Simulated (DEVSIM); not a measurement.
Device: abrupt Si n-p junction, at 300 K.

| layer (left to right) | material | thickness (μm) | Nd (cm⁻³) | Na (cm⁻³) | τn (s) | τp (s) |
|---|---|---|---|---|---|---|
| 1 | Si | 0.130 | 3e18 | - | 1.8e-7 | 1.8e-7 |
| 2 | Si | 0.310 | - | 1.8e14 | 1.8e-7 | 1.8e-7 |

Left contact: ohmic. Right contact: ohmic. Voltage is applied to the left contact. Recombination: SRH at mid-gap, radiative, Auger. Gap narrowing is on: ΔEg = 6.92 meV × (l + √(l² + 0.5)), l = ln(N/1.3e17 cm⁻³), shared equally by both band edges. Mobility is constant in doping.

This is a model device: material constants are rounded textbook-type values typed into the input, and sizes, dopings and lifetimes were drawn at random. Values at 300 K.

```
parameter           Si
-------------  -------
gap (eV)         1.124
affinity (eV)     4.05
permittivity      11.7
Nc (cm⁻³)      2.86e19
Nv (cm⁻³)       3.1e19
μn (cm²/Vs)       1417
μp (cm²/Vs)        470
B (cm³/s)      4.7e-15
Cn (cm⁶/s)     2.8e-31
Cp (cm⁶/s)     9.9e-32
```

Model (solved in DEVSIM): 1D drift-diffusion, Boltzmann statistics, complete ionisation; no tunnelling, impact ionisation, image-force lowering or self-heating.

Tabulate band edges, carrier densities and field at zero bias.

Energies count from the Fermi level of the right contact; mesh points crowd at the junctions.

| x (μm) | Ec (eV) | Ev (eV) | n (cm⁻³) | p (cm⁻³) | field (V/cm) |
|---|---|---|---|---|---|
| 0.000 | 0.058 | -1.022 | 3.0e18 | 210 | ≈ 0 |
| 0.008756 | 0.058 | -1.022 | 3.0e18 | 210 | ≈ 0 |
| 0.01948 | 0.058 | -1.022 | 3.0e18 | 210 | ≈ 0 |
| 0.03444 | 0.058 | -1.022 | 3.0e18 | 210 | ≈ 0 |
| 0.05560 | 0.058 | -1.022 | 3.0e18 | 210 | ≈ 0 |
| 0.07737 | 0.058 | -1.022 | 3.0e18 | 210 | ≈ 0 |
| 0.09417 | 0.058 | -1.022 | 3.0e18 | 210 | ≈ 0 |
| 0.1124 | 0.058 | -1.022 | 3.0e18 | 210 | 68 |
| 0.1227 | 0.059 | -1.020 | 2.9e18 | 220 | 5100 |
| 0.1310 | 0.109 | -1.015 | 4.2e17 | 280 | 62000 |
| 0.1404 | 0.151 | -0.973 | 8.5e16 | 1400 | 34000 |
| 0.1583 | 0.200 | -0.924 | 1.2e16 | 9400 | 24000 |
| 0.1762 | 0.242 | -0.882 | 2.5e15 | 47000 | 22000 |
| 0.1999 | 0.294 | -0.830 | 3.3e14 | 360000 | 22000 |
| 0.2452 | 0.393 | -0.731 | 7.2e12 | 1.6e7 | 22000 |
| 0.2912 | 0.493 | -0.631 | 1.5e11 | 7.8e8 | 22000 |
| 0.3338 | 0.585 | -0.539 | 4.3e9 | 2.8e10 | 22000 |
| 0.3662 | 0.655 | -0.469 | 2.9e8 | 4.1e11 | 21000 |
| 0.3984 | 0.723 | -0.400 | 2.0e7 | 5.9e12 | 21000 |
| 0.4153 | 0.759 | -0.364 | 5000000 | 2.4e13 | 21000 |
| 0.4281 | 0.787 | -0.337 | 1700000 | 6.8e13 | 21000 |
| 0.4400 | 0.812 | -0.312 | 650000 | 1.8e14 | 21000 |
